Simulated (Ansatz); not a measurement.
We consider CuAu (R-3m, No. 166, 2 atoms in the cell; start mp-1225677; a measured phase of this formula has another space group), described by LDA (Ansatz, a quantum-chemistry and plane-wave program, plane waves, PAW).

Run with plane-wave cutoff 520 eV, 22×22×22 k mesh, Fermi–Dirac smearing 0.05 eV, no spin polarisation, scalar-relativistic PAW data made under PBE.

Cell (relaxed at this level):

Space group R-3m, hexagonal axes (No. 166); a = b = 2.7902 Å, c = 12.5188 Å, α = β = 90.00°, γ = 120.00°

```json
[
 {"atom": "Cu", "site": "3b", "symmetry": "-3m", "x": "0.0000", "y": "0.0000", "z": "0.5000"},
 {"atom": "Au", "site": "3a", "symmetry": "-3m", "x": "0.0000", "y": "0.0000", "z": "0.0000"}
]
```
(The calculation used a cell of 2 atoms; values per cell refer to that cell.)

Task: Estimate the bulk modulus that the calculation returns.

Result: 
- bulk modulus = 187 GPa

Note: the run has no spin polarisation, so it can have missed a magnetic state; the bulk modulus is −V dP/dV from two relaxed cells at ±2 % in volume; the relaxation could not lower the start's symmetry, so the cell can be a saddle point above a distorted one.

Spin–orbit coupling is not included; it can shift volumes and moduli of such heavy elements.

Static lattice: no zero-point or thermal effects.

A start named mp-… is a Materials Project structure, which need not be a measured phase.
